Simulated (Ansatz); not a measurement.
Input:

```
CELL_PARAMETERS angstrom
      3.86997     0.00000     0.00000
     -1.93499     3.35150     0.00000
      1.93499    -1.11717     3.15982
ATOMIC_POSITIONS crystal
  Al 0.00000 0.00000 0.00000
  P  0.75000 0.25000 0.75000
```

Space group of this cell: F-43m, zinc blende. The cell is taken as given.

The current runs along the normal of the first two printed vectors, the (111) plane. All runs by Ansatz (a first-principles code), plane waves and PAW, without spin-orbit coupling; the base is PBEsol.

```tsv
run	mean pressure (GPa)	gap (eV)	mid-gap κ (1/Å)
base	-0.1	1.46	0.141
all lengths scaled by 0.98	5.8	1.33	0.143
all lengths scaled by 1.02	-4.7	1.56	0.136
lda in place of pbesol	-1.9	1.46	0.140
lengths across the current scaled by 0.98, ions clamped	3.7	1.34	0.142
lengths across the current scaled by 1.02, ions clamped	-3.2	…	0.142
lengths along the current scaled by 0.97, ions clamped	2.8	…	…
lengths along the current scaled by 1.03, ions clamped	-2.4	1.46	0.136
```

Task: What belongs in the gaps?

Result: 
- lengths across the current scaled by 1.02, ions clamped, gap (eV): 1.48
- lengths along the current scaled by 0.97, ions clamped, gap (eV): 1.31
- lengths along the current scaled by 0.97, ions clamped, mid-gap κ (1/Å): 0.147
